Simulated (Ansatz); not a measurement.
C under a change: pressure 1.5 GPa

Start from C in the graphite type structure (space group P6_3/mmc, No. 194; a = 2.455 Å, c = 6.671 Å; layered, stacked along the Cartesian z axis).

Modification: cell and atoms relaxed at a pressure of 1.5 GPa.

Calculations: r2SCAN+rVV10 (Ansatz, an electronic-structure program), no spin-orbit coupling, earlier PAW set. k-mesh 15×15×5 (Γ-centred); smearing 0.05 eV (Fermi–Dirac).

| quantity | base | changed | shift |
|---|---|---|---|
| volume per atom | 8.71 Å³ | 8.43 Å³ | -0.28 Å³ |
| density | 2.29 g/cm³ | 2.37 g/cm³ | +0.08 g/cm³ |
| lattice parameter a | 2.455 Å | 2.452 Å | -0.003 Å |
| c/a ratio | 2.717 | 2.639 | -0.078 |
| shortest interatomic distance | 1.418 Å | 1.416 Å | -0.002 Å |
| enthalpy H = E + PV relative to the base's energy | – | +0.08 eV/atom | – |
| band gap | zero | zero | – |

Final structure:

```
C
1.0
    2.45217     0.00000     0.00000
   -1.22609     2.12365     0.00000
    0.00000     0.00000     6.47216
C
4
Direct
  0.00000   0.00000   0.25000
  0.00000   0.00000   0.75000
  0.33333   0.66667   0.25000
  0.66667   0.33333   0.75000
```

Cost of the whole job for the changed cell (relaxation, final SCF and bands): about 24 core-seconds (a rough figure).

The mesh was chosen for an insulator and is coarse for the gapless case. Load acts through the strain it causes; cell and atoms are relaxed under it. Whether these cells are dynamically stable was not tested.
